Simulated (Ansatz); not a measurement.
Some atoms of an NVE trajectory of composition Si7Ge, cell Si56Ge8, brought to this temperature after a much hotter stage, at a temperature that wasn't checked against the liquidus, so perhaps supercooled [in the run: it was liquid; mean temperature 1561 K (target 1480 K); density 2.92 g/cm³]; time step 2.0 fs, velocity Verlet. Level of theory: PBE (plane waves, PAW; Ansatz, a program for electronic structure). On the run's last frame a denser k-mesh moved the forces by 0.114 eV/Å rms, the static pressure by 0.14 GPa and the free energy by 9 meV/atom, which is about how far such values are converged.

| atom | mass (u) | x y z (Å) | v (Å/fs) | F (eV/Å) |
|---|---|---|---|---|
| Si16 | 28.085 | 3.22208 0.86718 8.06915 | -0.001763 -0.011617 0.011317 | 1.6839 -0.7680 0.7353 |
| Si26 | 28.085 | 4.20196 -2.86388 0.81671 | -0.007645 -0.004755 0.000557 | 0.2717 0.8749 1.2063 |
| Si30 | 28.085 | 1.58510 -6.13703 -10.40209 | -0.011899 -0.003243 -0.007521 | -0.4649 -0.4304 -0.0932 |
| Si48 | 28.085 | 4.75535 3.22182 9.37973 | -0.011445 0.004040 0.002711 | 0.6333 -0.6958 0.3098 |
| Si52 | 28.085 | 1.12981 -1.39741 -1.26254 | 0.010656 0.002544 -0.008801 | -1.5609 -1.3611 -0.2474 |
| Ge64 | 72.630 | -1.86590 8.46078 3.10180 | -0.002336 -0.000485 -0.004939 | -0.1958 0.2396 0.0047 |

Problem. Give their positions one step later.

Solution. x' = x + vΔt + FΔt²/(2m), with 1 eV/(Å·u) = 0.0096485 Å/fs².
```json
[
 {"atom": "Si16", "x' y' z' (Å)": "3.21971 0.84342 8.09228"},
 {"atom": "Si26", "x' y' z' (Å)": "4.18686 -2.87279 0.81865"},
 {"atom": "Si30", "x' y' z' (Å)": "1.56098 -6.14381 -10.41720"},
 {"atom": "Si48", "x' y' z' (Å)": "4.73290 3.22942 9.38537"},
 {"atom": "Si52", "x' y' z' (Å)": "1.15005 -1.39326 -1.28031"},
 {"atom": "Ge64", "x' y' z' (Å)": "-1.87062 8.45988 3.09193"}
]
```
